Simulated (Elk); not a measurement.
Band structure of NiGe (Pnma, 8 atoms in the cell).

```yaml
crystal:
  lattice:
    - [5.29714, 0.00000, 0.00000]
    - [0.00000, 3.42987, 0.00000]
    - [0.00000, 0.00000, 5.73553]
  atoms:
    - { symbol: Ni, position: [0.50554, 0.25000, 0.69073] }
    - { symbol: Ni, position: [0.49446, 0.75000, 0.30927] }
    - { symbol: Ni, position: [0.99446, 0.75000, 0.19073] }
    - { symbol: Ni, position: [0.00554, 0.25000, 0.80927] }
    - { symbol: Ge, position: [0.68966, 0.25000, 0.08698] }
    - { symbol: Ge, position: [0.31034, 0.75000, 0.91302] }
    - { symbol: Ge, position: [0.81034, 0.75000, 0.58698] }
    - { symbol: Ge, position: [0.18966, 0.25000, 0.41302] }
```

Level of theory: PBE, all-electron FP-LAPW, Elk's shipped species files, APW+lo basis with extra local orbitals (Elk).

Settings: xctype = 20; rgkmax = 8; stype = 3; swidth = 0.00183747 Ha; ngridk = 4 5 3; gmaxvr = 16 1/bohr; nxlo = 2; lorbcnd = true; rmtscf = 0.85; lmaxi = 3.

The starting cell comes from a database of computed structures (which also holds hypothetical and non-ambient phases and stackings), without a prior relaxation at this level. Its lattice was rescaled by a random factor within 2.5 % of one. Spin polarisation is off. Values depend on the basis (sphere radii, cutoffs, local orbitals), which need not be converged.

Levels in eV from the Fermi level, bands 57 to 64:
| point | 57 | 58 | 59 | 60 | 61 | 62 | 63 | 64 |
|---|---|---|---|---|---|---|---|---|
| Γ | -1.77 | -1.11 | -0.99 | -0.86 | 0.77 | 0.84 | 4.00 | 4.15 |
| X | -1.68 | -1.68 | -1.30 | -1.30 | -0.51 | -0.51 | 2.07 | 2.07 |
| S | -1.43 | -1.43 | -1.43 | -1.43 | 0.33 | 0.33 | 0.33 | 0.33 |
| Y | -1.65 | -1.65 | 0.80 | 0.80 | 1.48 | 1.48 | 3.24 | 3.24 |
| Z | -1.30 | -1.30 | -0.19 | -0.19 | 1.10 | 1.10 | 2.76 | 2.76 |
| U | -1.72 | -1.72 | -1.57 | -1.57 | 0.41 | 0.41 | 0.79 | 0.79 |
| R | -1.63 | -1.63 | -1.63 | -1.63 | 2.54 | 2.54 | 2.54 | 2.54 |
| T | -0.94 | -0.94 | 0.74 | 0.74 | 2.60 | 2.60 | 2.65 | 2.65 |

Bands cross the Fermi level along this path, so the cell is metallic at this level.
